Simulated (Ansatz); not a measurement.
The starting structures come from a database of crystals and need not be the phases stable at ambient conditions.

 Where the default PAW files enter, the runs use the earlier of Ansatz's two default sets.

Input:

```yaml
crystal:
  lattice:
    - [6.44314, -0.02672, 0.06432]
    - [-2.69002, 5.85478, 0.06432]
    - [-1.06309, -1.65083, 3.97421]
  atoms:
    - { symbol: Se, position: [0.13483, 0.74686, 0.83102] }
    - { symbol: Se, position: [0.86517, 0.25314, 0.16898] }
    - { symbol: Se, position: [0.25314, 0.38796, 0.08415] }
    - { symbol: Se, position: [0.74686, 0.61204, 0.91585] }
    - { symbol: Se, position: [0.61204, 0.86517, 0.69619] }
    - { symbol: Se, position: [0.38796, 0.13483, 0.30381] }
```

Space group of this cell: R-3. The cell was relaxed by PBE-D3(BJ); by r2SCAN its mean pressure is 0.9 GPa.

Transport runs along the normal of the first two printed cell vectors, the (101) plane of the conventional cell.

The gap is the functional's own, uncorrected, and κ follows it; spin-orbit coupling is left out. Mid-gap values are interpolated between the computed energies.

Task: State the band gap and the smallest decay constant κ at mid-gap according to r2SCAN run with Ansatz (a quantum-chemistry and plane-wave program).

Result: Gap 1.25 eV on a 8×8×8 mesh; κ = 0.143 1/Å, at (-0.333, 0.167) of the in-plane reciprocal vectors. At the zone centre, at the nearest computed energy, the slowest state has κ = 0.18 1/Å.
